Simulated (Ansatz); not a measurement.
**Several settings converged on LuAg4 (I4, 5 atoms in the cell)**

```
CELL_PARAMETERS angstrom
     -3.31879     3.31879     2.07391
      3.31879    -3.31879     2.07391
      3.31879     3.31879    -2.07391
ATOMIC_POSITIONS crystal
  Lu 0.01205 0.01205 0.00000
  Ag 0.59819 0.80284 0.40103
  Ag 0.40181 0.19716 0.59897
  Ag 0.80284 0.40181 0.20465
  Ag 0.19716 0.59819 0.79535
```

Base method: PBEsol, default PAW files made with PBE (plane waves; Ansatz, a program for electronic structure).

Base settings: basis.ecutwfc = 420 eV; kpoints.mp_grid.grid = 7 7 7; hamiltonian.xc = pbesol; hamiltonian.pseudopotentials = {kind: paw} (the program's default PAW files); scf.occupations.method = gaussian; scf.occupations.width = 0.1 eV.

The count of work is k-points × plane waves × bands × iterations; it is no time. 

**Shifted k-point meshes**

In this ladder: kpoints.mp_grid.shift = 0.5 0.5 0.5.

Only quantities that move along the ladder and can be compared are tabulated.

| kpoints.mp_grid.grid | free energy less the last step's (meV/atom) | pressure (GPa) | largest difference of a force vector from the last step's (eV/Å) | count of work / last |
|---|---|---|---|---|
| 2 2 2 | -184.80 | -1.84 | 0.173 | 0.0074 |
| 4 4 4 | -11.91 | -1.35 | 0.078 | 0.026 |
| 6 6 6 | 5.07 | -1.13 | 0.015 | 0.077 |
| 8 8 8 | -1.65 | -1.34 | 0.002 | 0.17 |
| 15 15 15 | 0.00 | -1.30 | 0.000 | 1.0 |

Coarsest kpoints.mp_grid.grid that holds the forces within 0.01 eV/Å of the last step, with all finer ones: 8 8 8, at 0.17 of the last step's count of work; the step before is off by 0.015 eV/Å.

Coarsest kpoints.mp_grid.grid that holds the free energy within 2 meV/atom: not settled: the last two steps still differ by 1.6 meV/atom, over half the tolerance, so the ladder does not show it.

Coarsest kpoints.mp_grid.grid that holds the pressure within 0.2 GPa of the last step, with all finer ones: 4 4 4, at 0.026 of the last step's count of work; the step before is off by 0.54 GPa.

**The k-point mesh at a smearing width of 0.05 eV**

In this ladder: scf.occupations.width = 0.05 eV.

The second cell is the first with its lattice scaled by 0.98.

Only quantities that move along the ladder and can be compared are tabulated.

```csv
kpoints.mp_grid.grid,free energy less the last step's (meV/atom),energy of the compressed cell less the first (meV/atom),pressure (GPa),largest difference of a force vector from the last step's (eV/Å),count of work / last
3 3 3,29.15,13.64,-1.18,0.057,0.025
5 5 5,2.31,12.23,-1.50,0.014,0.087
7 7 7,0.65,13.52,-1.33,0.006,0.21
10 10 10,0.38,13.42,-1.32,0.015,0.60
12 12 12,0.00,13.66,-1.29,0.000,1.0
```

Coarsest kpoints.mp_grid.grid that holds the free energy within 2 meV/atom of the last step, with all finer ones: 7 7 7, at 0.21 of the last step's count of work; the step before is off by 2.3 meV/atom.

Coarsest kpoints.mp_grid.grid that holds the energy of the compressed cell less the first within 1 meV/atom of the last step, with all finer ones: 7 7 7, at 0.21 of the last step's count of work; the step before is off by 1.4 meV/atom.

Coarsest kpoints.mp_grid.grid that holds the pressure within 0.1 GPa of the last step, with all finer ones: 7 7 7, at 0.21 of the last step's count of work; the step before is off by 0.21 GPa.

**The mesh under tetrahedron occupations**

In this ladder: scf.occupations.method = tetrahedron; scf.occupations.width = default.

Only quantities that move along the ladder and can be compared are tabulated.

| kpoints.mp_grid.grid | free energy less the last step's (meV/atom) | pressure (GPa) | largest difference of a force vector from the last step's (eV/Å) | count of work / last |
|---|---|---|---|---|
| 4 4 4 | -0.73 | -1.47 | 0.028 | 0.038 |
| 5 5 5 | 2.82 | -1.44 | 0.026 | 0.057 |
| 6 6 6 | 3.36 | -1.42 | 0.007 | 0.096 |
| 9 9 9 | 0.13 | -1.37 | 0.002 | 0.28 |
| 14 14 14 | 0.00 | -1.33 | 0.000 | 1.0 |

State of the pressure at the end of the ladder: still drifting one way, by 0.08 GPa over the last two steps, so the last step is no safe reference.

Coarsest kpoints.mp_grid.grid that holds the free energy within 0.5 meV/atom of the last step, with all finer ones: 9 9 9, at 0.28 of the last step's count of work; the step before is off by 3.4 meV/atom.

Coarsest kpoints.mp_grid.grid that holds the forces within 0.005 eV/Å of the last step, with all finer ones: 9 9 9, at 0.28 of the last step's count of work; the step before is off by 0.007 eV/Å.

On the base run: the starting cell comes from a database of computed structures (which also holds hypothetical and non-ambient phases and stackings), without a prior relaxation at this level. Its lattice was rescaled by up to half a per cent. One atom was moved a little off its site on purpose. Ansatz's pressure includes its estimate of the finite-basis (Pulay) stress.

Keys are those of Ansatz 0.2.
